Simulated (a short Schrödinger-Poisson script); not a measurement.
Stack: symmetric double-gate stack, SiO2 on p-type Si(111), at 400 K.

```tsv
layer	material	thickness (nm)	Na (cm⁻³)
1	SiO2	3.4	-
2	Si	6	7e16
3	SiO2	3.4	-
```

The device is made up for the run: typed textbook-type constants, with dimensions and the other settings drawn at random. SiO2: permittivity 3.9, conduction-band edge (eV) 3.15, gap (eV) 9, electron mass (mₑ) 0.5. Si: permittivity 11.7, conduction-band edge (eV) 0, gap (eV) 1.124, Nv at 300 K (cm⁻³) 3.1e19.

Channel valleys (confinement mass, in-plane density-of-states mass, number): Δ6 0.258, 0.358, 6. At the gates, both at one voltage, the conduction-band edge of layer 1 lies 3.4 eV − eVg above the Fermi level of the channel. Gaps are held at their typed values at every temperature. Mesh 0.03 nm at interfaces.

Solved with a short Schrödinger-Poisson script written for these runs: 1D Poisson equation in equilibrium, electrons quantum, Hartree (BenDaniel-Duke, 12 states a valley, the channel's in-plane mass for all, wave functions free to enter the dielectric), parabolic valleys, classical holes, full ionisation, no traps, pinning or gate leakage.

The same stack at other levels of the model or other numerical settings:

```
run                                          sheet density of all electrons at Vg = 2.4 V (cm⁻²)  sheet density of all electrons at Vg = 0.6 V (cm⁻²)  capacitance of both gates at Vg = 2.4 V (μF/cm²)  rough cost against the base
-------------------------------------------  ---------------------------------------------------  ---------------------------------------------------  ------------------------------------------------  ---------------------------
base                                                                                     2.39e13                                              4.21e12                                              1.82                      about 1
electrons treated as classical, Boltzmann                                                2.62e13                                              4.76e12                                              1.96                         0.04
electrons treated as classical, Fermi-Dirac                                              2.57e13                                              4.73e12                                              1.91                          0.1
mesh six times as coarse                                                                 2.39e13                                              4.19e12                                              1.82                          0.3
one subband a valley                                                                     2.37e13                                              4.17e12                                              1.80                          0.4
```

The classical rows ignore confinement, and Boltzmann statistics overrate the density once the band edge passes the Fermi level.
